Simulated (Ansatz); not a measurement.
Worked example: relaxation of cell and atoms of ReOs2 (I4/mmm, 3 atoms in the cell) in Ansatz (a program for electronic structure).

Method: PBE (plane waves, PAW; Ansatz).

```
CELL_PARAMETERS angstrom
     -1.67262     1.67262     4.09382
      1.67262    -1.67262     4.09382
      1.67262     1.67262    -4.09382
ATOMIC_POSITIONS crystal
  Re 0.00000 0.00000 0.00000
  Os 0.33530 0.33530 0.00000
  Os 0.66470 0.66470 0.00000
```

Reference input (self-consistent single point, DFT, PBE, plane waves, default PAW files): basis.ecutwfc = 420 eV; kpoints.mp_grid.grid = 9 9 9; kpoints.mp_grid.shift = 0.5 0.5 0.5; hamiltonian.xc = pbe; hamiltonian.pseudopotentials = {kind: paw} (the program's default PAW files); scf.occupations.method = fermi_dirac; scf.occupations.width = 0.1 eV. This run's input differs from it in these lines:

Ansatz 0.2 input:
```diff
@@ -11,3 +11,3 @@
 basis:
-  ecutwfc: 420.0
+  ecutwfc: 590.0
 kpoints:
@@ -19,2 +19,4 @@
   occupations: { method: fermi_dirac, width: 0.1 }
+relax:
+  cell: {}
 output:
```

Output, abridged:

```
   [... SCF lines of the steps left out ...]
relax step   1: F+E_penalty+E_count = -33635.36000663 eV  Δ(F+E_penalty+E_count) = +0.000e0 eV  max|allowed force component| = 1.025e-1 eV/Å  Δτ_max = 0.0000 Å  P = -5.340 GPa  Ω = 45.813 Å³  (6 SCF iters, dr2 threshold 1.00e-7 eV, accepted)
relax step   2: F+E_penalty+E_count = -33635.31592620 eV  Δ(F+E_penalty+E_count) = +4.408e-2 eV  max|allowed force component| = 1.890e-1 eV/Å  Δτ_max = 0.0067 Å  P = +16.645 GPa  Ω = 42.848 Å³  energy of the carried Pulay correction = +1.057e-4 eV  [...]
   [... lines left out ...]
relax step   6: F+E_penalty+E_count = -33635.43814499 eV  Δ(F+E_penalty+E_count) = -1.505e-5 eV  max|allowed force component| = 1.496e-4 eV/Å  Δτ_max = 0.0000 Å  P = +0.003 GPa  Ω = 44.827 Å³  energy of the carried Pulay correction = +3.436e-5 eV  [...]
relax step   7: F+E_penalty+E_count = -33635.43811322 eV  Δ(F+E_penalty+E_count) = +3.177e-5 eV  max|allowed force component| = 1.658e-4 eV/Å  Δτ_max = 0.0000 Å  P = +0.003 GPa  Ω = 44.827 Å³  stress off target by 3.80e-3 GPa  SCF on the basis [...]
basis re-selected at this cell: Δ(F+E_penalty+E_count) = +3.177e-5 eV, ΔP = +0.001 GPa vs the last step
the relaxation is at rest under the 16 symmetry operations that the run kept from its start: a minimum is not shown …
Stability not checked: this state was not tested for a lower state beside it, because too few of the mixer's solves of this state at the end of the SCF gave a …
Free energy (F): -33635.438113 eV
Internal energy: -33635.279846 eV  (E = F + TS)
   [... lines left out ...]
Fermi energy:    24.226463 eV
  cell:  # Å, volume = 44.8273 Å³
   [... lines left out ...]
    - [1.634371679889611, -1.634371679889611, 4.195470805607951]
    - [1.634371679889611, 1.634371679889611, -4.195470805607951]
  atoms:
    - { symbol: Re, position: [8.827964810391737e-21, 8.827964810391757e-21, 1.6791876206202586e-35] }
    - { symbol: Os, position: [0.33540707228766264, 0.33540707228766264, -1.1222176552693632e-35] }
    - { symbol: Os, position: [0.6645929277123371, 0.6645929277123371, -1.3995993202764852e-35] }
```

The run converged.  The full log also holds: “iter 4 did not close the SCF: its close was put off for the readings that it lacked (scf_convergence_deferred on its scf_iter line)”. The full log also holds: “iter 5 did not close the SCF: its close was put off for the readings that it lacked (scf_convergence_deferred on its scf_iter line)”.

Summary of the result:
| Property | Result |
|---|---|
| Free energy E − TS (on the zero of these files) | -33635.4381 eV |
| Fermi level (on the code's own zero) | 24.23 eV |
| Pressure | 0.00 GPa |
| Final cell | a = b = c = 4.7900 Å, α = β = 140.10°, γ = 57.70° |
| Final volume per atom | 14.94 Å³ |
| Relaxation steps | 7 |

The starting cell was generated: these elements placed on a structure prototype, without a prior relaxation; it need not be a known phase or ordering of this composition. Spin polarisation is off. The relaxation keeps the symmetry of its start, so its end need not be a minimum. Ansatz's pressure includes its estimate of the finite-basis (Pulay) stress.

Cost on one core of a shared machine: roughly 40 s.
